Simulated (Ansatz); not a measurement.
System: LuBeNO (model structure, started from the LaZnOP type, P4/nmm, No. 129, 8 atoms in the cell). Method: PBE (Ansatz, a quantum-chemistry and plane-wave program, PAW).

Excerpt of the program's output:

```
Crystal: 8 atoms, lattice volume = 86.007 Å³
Basis set: ecut = 520 eV, 2323 PW (Γ), exchange–correlation on 54×54×108 points (8 copies of the dense FFT grid, shifted against one another)
Bands: 46, of which v1, the nominal top of the filled ones, is band 38 counted from 1 (37 counted from 0)
Symmetry: 16 space group operations
Space group: P4/nmm (ITA 129), of the structure as read, at distance tolerance 4.4e-5 Å
k-points: 63 of 400
Functional: x = pbe(κ = 0.804, μ = 0.2195149727645171), c = pbe(β = 0.06672455060314922)
SCF iter   1: F=—  HF=-31562.499292 eV  |F-HF|=—  |Δ(HF+E_count)|=         —  Δρ=5.63e-3  dr2=1.29e-2
SCF iter   2: F=—  HF=-31562.497016 eV  |F-HF|=—  |Δ(HF+E_count)|=   2.28e-3  Δρ=2.96e-3  dr2=3.55e-3
  ...
SCF iter   9: F=—  HF=-31562.496576 eV  |F-HF|=—  |Δ(HF+E_count)|=   2.40e-8  Δρ=2.24e-6  dr2=3.40e-9
SCF iter  10: F=-31562.496576 eV  HF=-31562.496576 eV  |F-HF|=3.06e-10  |Δ(HF+E_count)|=  4.07e-10  Δρ=9.54e-7  dr2=6.48e-10
SCF 1 converged in 10 iterations: F = -31562.496576 eV  dr2 = 6.48e-10
SCF converged after 10 iterations
Free energy (F): -31562.496576 eV
Internal energy: -31562.496576 eV  (E = F + TS)
E sigma→0 (E₀):  -31562.496576 eV
Fermi energy:    14.052235 eV
--- Forces (eV/Å), atoms counted from 1 ---
  atom   1  Lu     0.00000000     0.00000000    -0.00036623
  atom   2  Lu     0.00000000     0.00000000     0.00036623
  atom   3  Be     0.00000000     0.00000000    -0.00000000
  atom   4  Be     0.00000000     0.00000000     0.00000000
  atom   5  N      0.00000000     0.00000000     0.00019469
  atom   6  N      0.00000000     0.00000000    -0.00019469
  atom   7  O      0.00000000     0.00000000     0.00000000
  atom   8  O      0.00000000     0.00000000     0.00000000
--- Stress (GPa, compression-positive) ---
        0.007216       0.000000       0.000000
        0.000000       0.007216       0.000000
        0.000000       0.000000       0.000908
  P = ⅓ Tr σ = 0.0051 GPa (0.051 kbar)
```

**Question.** Write an input file that could have produced this run (the log leaves some choices open).

**Answer.** This is not unique; one that fits is 
Ansatz 0.2 input:
```yaml
crystal:
  lattice:
    - [3.4759052674, 0.0, 0.0]
    - [0.0, 3.4759052674, 0.0]
    - [0.0, 0.0, 7.1186669205]
  atoms:
    - { symbol: Lu, position: [0.0, 0.5, 0.8290447024] }
    - { symbol: Lu, position: [0.5, 0.0, 0.1709552976] }
    - { symbol: Be, position: [0.0, 0.0, 0.5] }
    - { symbol: Be, position: [0.5, 0.5, 0.5] }
    - { symbol: N, position: [0.5, 0.0, 0.5954567269] }
    - { symbol: N, position: [0.0, 0.5, 0.4045432731] }
    - { symbol: O, position: [0.5, 0.5, 0.0] }
    - { symbol: O, position: [0.0, 0.0, 0.0] }
basis:
  ecutwfc: 520
  ecutrho_ratio: 4
  xc_grid: 2
kpoints:
  mp_grid: { grid: [10, 10, 4] }
  band_path:
    path:
      - [0.0, 0.0, 0.0]
      - [0.0, 0.055556, 0.0]
      - [0.0, 0.111111, 0.0]
      - [0.0, 0.166667, 0.0]
      - [0.0, 0.222222, 0.0]
      - [0.0, 0.277778, 0.0]
      - [0.0, 0.333333, 0.0]
      - [0.0, 0.388889, 0.0]
      - [0.0, 0.444444, 0.0]
      - [0.0, 0.5, 0.0]
      - [0.055556, 0.5, 0.0]
      - [0.111111, 0.5, 0.0]
      - [0.166667, 0.5, 0.0]
      - [0.222222, 0.5, 0.0]
      - [0.277778, 0.5, 0.0]
      - [0.333333, 0.5, 0.0]
      - [0.388889, 0.5, 0.0]
      - [0.444444, 0.5, 0.0]
      - [0.5, 0.5, 0.0]
      - [0.461538, 0.461538, 0.0]
      - [0.423077, 0.423077, 0.0]
      - [0.384615, 0.384615, 0.0]
      - [0.346154, 0.346154, 0.0]
      - [0.307692, 0.307692, 0.0]
      - [0.269231, 0.269231, 0.0]
      - [0.230769, 0.230769, 0.0]
      - [0.192308, 0.192308, 0.0]
      - [0.153846, 0.153846, 0.0]
      - [0.115385, 0.115385, 0.0]
      - [0.076923, 0.076923, 0.0]
      - [0.038462, 0.038462, 0.0]
      - [0.0, 0.0, 0.166667]
      - [0.0, 0.0, 0.333333]
      - [0.0, 0.0, 0.5]
      - [0.0, 0.055556, 0.5]
      - [0.0, 0.111111, 0.5]
      - [0.0, 0.166667, 0.5]
      - [0.0, 0.222222, 0.5]
      - [0.0, 0.277778, 0.5]
      - [0.0, 0.333333, 0.5]
      - [0.0, 0.388889, 0.5]
      - [0.0, 0.444444, 0.5]
      - [0.0, 0.5, 0.5]
      - [0.055556, 0.5, 0.5]
      - [0.111111, 0.5, 0.5]
      - [0.166667, 0.5, 0.5]
      - [0.222222, 0.5, 0.5]
      - [0.277778, 0.5, 0.5]
      - [0.333333, 0.5, 0.5]
      - [0.388889, 0.5, 0.5]
      - [0.444444, 0.5, 0.5]
      - [0.5, 0.5, 0.5]
      - [0.461538, 0.461538, 0.5]
      - [0.423077, 0.423077, 0.5]
      - [0.384615, 0.384615, 0.5]
      - [0.346154, 0.346154, 0.5]
      - [0.307692, 0.307692, 0.5]
      - [0.269231, 0.269231, 0.5]
      - [0.230769, 0.230769, 0.5]
      - [0.192308, 0.192308, 0.5]
      - [0.153846, 0.153846, 0.5]
      - [0.115385, 0.115385, 0.5]
      - [0.076923, 0.076923, 0.5]
      - [0.038462, 0.038462, 0.5]
      - [0.0, 0.5, 0.166667]
      - [0.0, 0.5, 0.333333]
      - [0.5, 0.5, 0.166667]
      - [0.5, 0.5, 0.333333]
    npoints: 1
hamiltonian:
  xc: pbe
  dispersion: none
  pseudopotentials: { kind: paw }
scf:
  occupations: { method: fermi_dirac, width: 0.01 }
  convergence: { dr2_threshold: 0.0000000008 }
output:
  forces: true
  stress: true
  eigenvalues: true
  write_bands: true
```

Note: the relaxation could raise the start's symmetry but not lower it, so the cell can be a saddle point.

Cost on a shared machine: very roughly 40 core-seconds.

A model structure was made by putting elements into a prototype or built by hand; it is no filed structure, need not be a known phase, and can be a saddle point held by its symmetry.
